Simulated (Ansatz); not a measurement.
## Competing hops of interstitial O in monoclinic ZrO2, charge state -2

Defect migration in monoclinic ZrO2: interstitial O, charge state -2. Calculation: PBE, PAW (plane waves to 420 eV; Ansatz, an electronic-structure program).

Cell of 96 host sites held at the relaxed PBE lattice; the Γ point alone; Fermi-Dirac width 0.01 eV, spin-restricted; finite-size errors left in. Energies are static. The charge state is imposed; whether it is stable for some Fermi level was not computed. Sites that were not tried may lie lower.

Barriers: single points on a 2×2×2 k-point mesh shifted by half a step at the bands' geometries.

```csv
Route,Start site over the lowest site run (eV),Hop (Å),Forward barrier (eV),Backward barrier (eV),Neighbours at the start,Neighbours at the saddle,Saddle order,"Forward, on the band's own sampling (eV)"
"a concerted move, in which O travels most",0.00,1.12,0.22,0.22,"O at 2.37, O at 2.42, O at 2.62, O at 2.65, 2 O at 2.67; Zr at 2.09, Zr at 2.15, Zr at 2.17 Å","O at 2.36, O at 2.43, O at 2.66, O at 2.68, O at 2.69, O at 2.72; Zr at 2.10, Zr at 2.16, Zr at 2.19 Å",not checked,0.22
```

Paths come from nudged elastic bands with a climbing image.   A further band (a concerted move, in which O travels most, 1.58 Å) gave 0.49 eV forward on its own sampling, 0.49 eV above the lowest site run, but a shoulder points to a second hump between its images, so it is not taken as a result.

The whole set of runs took around 1.8 core-hours (rough).
